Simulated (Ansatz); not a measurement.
Functionals compared on NH3 on the (000-1) surface of wurtzite GaN (2x2 with 3 H on 4 top atoms; a constructed slab, bottom: 3 H on 4 bottom sites), one in a cell of 36 Å², started at the site 'hollow H', in Ansatz (plane waves, PAW). The structure was relaxed with PBE; the other rows are single points on it, each with its references at the same level. Cutoff 420 eV (500 eV for r2SCAN).

Host crystal: wurtzite GaN, with a band gap (PBE, scalar-relativistic without spin-orbit coupling).

Slab: 50 atoms, 13.8 Å thick at the start with caps and adatoms under the adsorbate (thin: gaps and levels are the slab's own); k 4x4x1, smearing 0.01 eV, dipole-corrected; 19 atoms held, the rest relaxed; no symmetry held; no spin, no spin-orbit, no U, no dispersion correction. At the end no host atom lies within bonding distance. In PBE it is, or lies within 0.03 eV of, the lowest of the starts that converged. These notes are the PBE run's. Adsorption energies are against NH3(g). A negative adsorption energy means that the adsorbate is more stable on the surface than in its reference.

```csv
functional,adsorption energy (eV),gap of the slab on its k-mesh (eV),highest filled level below the top vacuum level (eV),rough cost of the single point
PBE,-0.30,1.92,3.89,–
RPBE,-0.17,1.93,3.80,about 8 core-minutes (a rough figure)
r2SCAN,-0.34,2.34,4.07,very roughly 14 core-minutes
```

Ansatz is a quantum-chemistry and plane-wave program.
